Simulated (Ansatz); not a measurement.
Partial pair distribution functions of a relaxed model of amorphous Si24O51Sb2, broadened by 0.06 Å; density 2.45 g/cm³. Method: PBE, scalar-relativistic without spin-orbit coupling (plane waves to 420 eV, PAW; Ansatz, a program for electronic structure).

A CHGNet melt-quench gave the starting glass, which DFT then relaxed. O atoms were pushed apart under 1.9 Å during the dynamics, to hinder bonds among them. The hot cell started wider than the set density and was brought back towards it in steps. It is the lowest in DFT energy of 2 quenches. It is a model cell: composition and starting density were chosen by hand, and all elements were melted together. No dispersion term was used. Its density started from a set value of 2.45 and ended at 2.45 g/cm³. Cooling (nominally 400 K/ps over its main leg) ran many orders faster than in experiment, which tends to leave more defects and strain. One small periodic cell is one sample of the glass; other quenches scatter about these values. The volume was held where the preparation left it and the shape relaxed, at a PBE pressure of -0.7 GPa (tension). Stress components on the final sampling reach 0.7 GPa.

```json
[
 {"r (Å)": "1.35", "g Si-O": "0.00", "g O-Sb": "0.00", "g Si-Si": "0.00", "g O-O": "0.00"},
 {"r (Å)": "1.45", "g Si-O": "0.30", "g O-Sb": "0.00", "g Si-Si": "0.00", "g O-O": "0.00"},
 {"r (Å)": "1.55", "g Si-O": "7.21", "g O-Sb": "0.00", "g Si-Si": "0.00", "g O-O": "0.00"},
 {"r (Å)": "1.65", "g Si-O": "16.27", "g O-Sb": "0.00", "g Si-Si": "0.00", "g O-O": "0.00"},
 {"r (Å)": "1.75", "g Si-O": "3.50", "g O-Sb": "0.03", "g Si-Si": "0.00", "g O-O": "0.00"},
 {"r (Å)": "1.85", "g Si-O": "0.09", "g O-Sb": "1.47", "g Si-Si": "0.00", "g O-O": "0.00"},
 {"r (Å)": "1.95", "g Si-O": "0.00", "g O-Sb": "6.91", "g Si-Si": "0.00", "g O-O": "0.00"},
 {"r (Å)": "2.05", "g Si-O": "0.00", "g O-Sb": "3.27", "g Si-Si": "0.00", "g O-O": "0.00"},
 {"r (Å)": "2.15", "g Si-O": "0.00", "g O-Sb": "0.14", "g Si-Si": "0.00", "g O-O": "0.00"},
 {"r (Å)": "2.25", "g Si-O": "0.00", "g O-Sb": "0.18", "g Si-Si": "0.00", "g O-O": "0.00"},
 {"r (Å)": "2.35", "g Si-O": "0.00", "g O-Sb": "1.06", "g Si-Si": "0.00", "g O-O": "0.02"},
 {"r (Å)": "2.45", "g Si-O": "0.00", "g O-Sb": "0.39", "g Si-Si": "0.00", "g O-O": "0.52"},
 {"r (Å)": "2.55", "g Si-O": "0.00", "g O-Sb": "0.01", "g Si-Si": "0.00", "g O-O": "3.40"},
 {"r (Å)": "2.65", "g Si-O": "0.00", "g O-Sb": "0.00", "g Si-Si": "0.07", "g O-O": "5.72"},
 {"r (Å)": "2.75", "g Si-O": "0.02", "g O-Sb": "0.08", "g Si-Si": "0.73", "g O-O": "3.92"},
 {"r (Å)": "2.85", "g Si-O": "0.15", "g O-Sb": "0.75", "g Si-Si": "1.56", "g O-O": "1.45"},
 {"r (Å)": "2.95", "g Si-O": "0.19", "g O-Sb": "1.02", "g Si-Si": "3.28", "g O-O": "0.65"},
 {"r (Å)": "3.05", "g Si-O": "0.24", "g O-Sb": "0.54", "g Si-Si": "3.78", "g O-O": "0.43"},
 {"r (Å)": "3.15", "g Si-O": "0.51", "g O-Sb": "0.97", "g Si-Si": "3.89", "g O-O": "0.33"},
 {"r (Å)": "3.25", "g Si-O": "0.82", "g O-Sb": "0.96", "g Si-Si": "2.41", "g O-O": "0.26"},
 {"r (Å)": "3.35", "g Si-O": "0.72", "g O-Sb": "0.45", "g Si-Si": "0.48", "g O-O": "0.42"},
 {"r (Å)": "3.45", "g Si-O": "0.83", "g O-Sb": "0.08", "g Si-Si": "0.05", "g O-O": "0.49"},
 {"r (Å)": "3.55", "g Si-O": "1.08", "g O-Sb": "0.70", "g Si-Si": "0.02", "g O-O": "0.57"},
 {"r (Å)": "3.65", "g Si-O": "1.03", "g O-Sb": "1.11", "g Si-Si": "0.14", "g O-O": "0.55"},
 {"r (Å)": "3.75", "g Si-O": "1.17", "g O-Sb": "1.25", "g Si-Si": "0.15", "g O-O": "0.56"},
 {"r (Å)": "3.85", "g Si-O": "1.34", "g O-Sb": "1.54", "g Si-Si": "0.44", "g O-O": "0.92"},
 {"r (Å)": "3.95", "g Si-O": "1.67", "g O-Sb": "1.72", "g Si-Si": "0.34", "g O-O": "0.73"},
 {"r (Å)": "4.05", "g Si-O": "2.18", "g O-Sb": "1.61", "g Si-Si": "0.31", "g O-O": "0.84"},
 {"r (Å)": "4.15", "g Si-O": "2.08", "g O-Sb": "2.18", "g Si-Si": "0.49", "g O-O": "0.83"},
 {"r (Å)": "4.25", "g Si-O": "1.66", "g O-Sb": "2.38", "g Si-Si": "0.43", "g O-O": "0.89"},
 {"r (Å)": "4.35", "g Si-O": "1.16", "g O-Sb": "1.71", "g Si-Si": "0.71", "g O-O": "0.94"},
 {"r (Å)": "4.45", "g Si-O": "0.93", "g O-Sb": "1.10", "g Si-Si": "0.92", "g O-O": "0.83"},
 {"r (Å)": "4.55", "g Si-O": "0.73", "g O-Sb": "1.05", "g Si-Si": "0.70", "g O-O": "0.97"},
 {"r (Å)": "4.65", "g Si-O": "0.52", "g O-Sb": "0.53", "g Si-Si": "0.50", "g O-O": "1.21"},
 {"r (Å)": "4.75", "g Si-O": "0.56", "g O-Sb": "0.60", "g Si-Si": "0.80", "g O-O": "1.25"},
 {"r (Å)": "4.85", "g Si-O": "0.72", "g O-Sb": "0.83", "g Si-Si": "1.64", "g O-O": "1.11"},
 {"r (Å)": "4.95", "g Si-O": "0.75", "g O-Sb": "0.72", "g Si-Si": "1.53", "g O-O": "1.24"},
 {"r (Å)": "5.05", "g Si-O": "0.62", "g O-Sb": "0.69", "g Si-Si": "1.28", "g O-O": "1.39"}
]
```

Within 1.92 Å each Si has 4.00 O neighbours on average.
